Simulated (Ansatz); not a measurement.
L1₂ (Cu3Au-type) Ni₃Al, treated with PBEsol-D3(BJ) (PAW; Ansatz, a program for electronic structure).

Numerical settings: plane-wave cutoff 520 eV, 16×16×16 k mesh, Fermi–Dirac smearing 0.05 eV, spin-polarised with parallel moments, scalar-relativistic PAW data made under PBE.

The cell is scaled about its equilibrium volume:

| V (Å³/atom) | P (GPa) | moment (μB per cell of 4 atoms) |
|---|---|---|
| 9.924 | 15.77 | 0.52 |
| 10.135 | 9.96 | 0.57 |
| 10.346 | 4.75 | 0.60 |
| 10.557 | 0.09 | 0.63 |
| 10.768 | -4.08 | 0.65 |
| 10.979 | -7.82 | 0.67 |
| 11.191 | -11.15 | 0.68 |

Note: moments this small hang on the smearing and the k mesh.
